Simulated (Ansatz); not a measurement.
The parent structure is InSb in the zinc blende structure (space group F-43m, No. 216; a = 6.556 Å). Axes: x, y, z lie along the cube axes.

Calculations: r2SCAN (Ansatz, an electronic-structure program; PAW; 500 eV plane waves; spin-orbit coupling left out).

Strains are applied to the cell and any free atomic positions relax; under biaxial strain the out-of-plane vector relaxes too.

One change was made to it. Results:

The volume per atom grows by 0.18 Å³ to 35.40 Å³; the energy rises by 0.4 meV/atom; the pressure (mean of the normal stresses, compression positive) goes from zero to -0.2 GPa.

Problem. Name the change that was made.
A) isotropic strain +0.86 %
B) uniaxial strain ε_xx = −4.28 %
C) isotropic strain −2.90 %
D) biaxial strain +0.54 %, plane normal [001], relaxed out of plane

Solution. D, biaxial strain +0.54 %, plane normal [001], relaxed out of plane. For comparison, the energy relative to the base in the other runs: isotropic strain −2.90 % gives +41 meV/atom; uniaxial strain ε_xx = −4.28 % gives +13 meV/atom; isotropic strain +0.86 % gives +3.0 meV/atom.

Stability against distortions was not tested. All final runs are without spin polarisation. Gaps under 0.05 eV, about the width of the smearing, are given as zero.
